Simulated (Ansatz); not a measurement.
# ZnCu2SnS4: isotropic strain −3.00 %

The parent structure is ZnCu$_{2}$SnS$_{4}$ (space group I-4, No. 82; a = 5.468 Å, c = 10.935 Å).

The change: the cell is scaled by 0.9700 in all directions; the atoms relax in the strained cell.

All numbers come from Ansatz (a first-principles code), PBE, PAW, cutoff 420 eV, no spin-orbit coupling. Γ-centred 9×9×9 mesh, Fermi–Dirac width 0.05 eV.

| quantity | base | changed | shift |
|---|---|---|---|
| volume per atom | 20.44 Å³ | 18.65 Å³ | -1.785 Å³ |
| space group | I-4 (No. 82) | I-4 (No. 82) | – |
| energy relative to the base (free energy F) | 0 meV/atom | +39 meV/atom | +39 meV/atom |
| band gap | zero | 0.30 eV | – |
| electron mass | – | 0.072 mₑ along c, 0.077 mₑ across (at Γ) | – |
| hole mass | – | 0.075 mₑ along c, 0.70 mₑ across (at Γ) | – |
| valence-band top at Γ (three highest levels, from the VBM) | – | 0.00, -0.05, -0.05 eV | – |
| valley order (the lowest conduction-band minima on the path, energy above the VBM, named in the base's zone) | Γ 0.05 eV; X (0, 0, 1/2) 0.47 eV | Γ 0.30 eV; X (0, 0, 1/2) 0.64 eV; M (1/2, 1/2, 1/2) 1.28 eV | – |
| largest internal atomic displacement | – | 0.017 Å | – |

Effective masses come from finite differences of ±0.01 Å⁻¹. Stability against distortions was not tested. The final runs are not spin-polarised. Gaps under 0.05 eV, about the width of the smearing, are given as zero. A zero or small gap of ZnCu2SnS4 can be the functional's error rather than a property of the material.
